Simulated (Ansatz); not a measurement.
SnC (F-43m), PBE with spin-orbit coupling, rigid bands (Ansatz, a program for electronic structure): N_v = 3.83e19 cm⁻³ at 300 K and a hole conductivity mass of 0.645 mₑ.

Question: For 1e16 holes per cm³ at 300 K, place the Fermi level, estimate the Seebeck coefficient of a parabolic band with constant τ, and give mobility and conductivity for τ = 50 fs.

Answer: The level lies k_BT ln(N_v/p) = 0.213 eV above the valence-band maximum. S ≈ +(k_B/e)[ln(N_v/p) + 5/2] = 926 μV/K, against 956 μV/K from the full bands (mean over directions). μ = eτ/m = 136 cm²/(V·s) and σ = peμ = 0.218 S/cm. τ is assumed, not computed.

Band transport and this doping are assumed; polarons and phonon drag are left out. Geometry: cell and atoms relaxed with PBEsol.

Computed structure with no diffraction record at hand here (it may be known, metastable or hypothetical): SnC (F-43m).
